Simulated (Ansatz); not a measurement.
**3C silicon carbide: the defect O on the C site (O_C)**

The numbers are results of PBE, PAW (plane waves to 420 eV; Ansatz, a first-principles code), not measurements. A 2×2×2 supercell of 64 sites was used; the energies come from a 2×2×2 shifted sampling of its zone. Site at the start: the C site. Charged cells carry a point-charge image correction with potential alignment at far atoms. Dielectric constants: PBE linear response of the host. Host gap at this level: 1.37 eV. Finite-size and sampling errors can reach tenths of an eV here. PBE underestimates the host's gap, which shifts levels and can delocalise carriers. Spin–orbit coupling is left out. Each state is the lowest found from its start.

Formation energies E_f are given with the Fermi level at the valence-band maximum. Chemical conditions: C-rich (Δμ(C) = 0.00 eV, Δμ(O) = -3.97 eV, bounded by alpha cristobalite; only phases computed here count, gases as isolated molecules at 0 K); Si-rich (Δμ(C) = -0.41 eV, Δμ(O) = -4.17 eV, bounded by alpha cristobalite; only phases computed here count, gases as isolated molecules at 0 K). Reference phases: C: graphite, O: O2 molecule in a box.

```
charge         moment (μB)  largest move off a lattice site (Å)  image correction with alignment (eV)  E_f, C-rich (eV)  E_f, Si-rich (eV)
------  ------------------  -----------------------------------  ------------------------------------  ----------------  -----------------
+2      not spin-polarised                                 0.12                                  0.75              0.61               0.41
+1*                    1.0                                 0.13                                     –                 –                  –
0*      not spin-polarised                                 0.14                                     –                 –                  –
−1*                    1.0                                 0.14                                     –                 –                  –
```

* At this level the carrier isn't localised at the defect: at charge +1 electrons occupy the conduction band; at charge 0 electrons occupy the conduction band; at charge −1 electrons occupy the conduction band. Such a state is shallow or no state of the defect, and this cell gives it no level.

Flagged in the runs: a doubtful potential alignment.
